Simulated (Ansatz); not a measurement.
## Lattice parameter a of PtSe2 (model structure, started from the anatase type, I4₁/amd, No. 141, 6 atoms in the cell) at several levels of theory

No measured value is used here.

| level (code) | value (Å) |
|---|---|
| PBE (Ansatz) | 5.056 |
| PBEsol (Ansatz) | ? |
| PBE-D3(BJ) (Ansatz) | 5.096 |

Problem. Complete the blanks.

Solution. 
- PBEsol (Ansatz, a first-principles code), value (Å): 4.985

Density-functional levels without +SOC have no spin–orbit coupling. Ansatz's density-functional and Hartree–Fock values are scalar-relativistic unless marked +SOC, with PAW data made under PBE.

A model structure was made by putting elements into a prototype or built by hand; it is no filed structure, need not be a known phase, and can be a saddle point held by its symmetry.
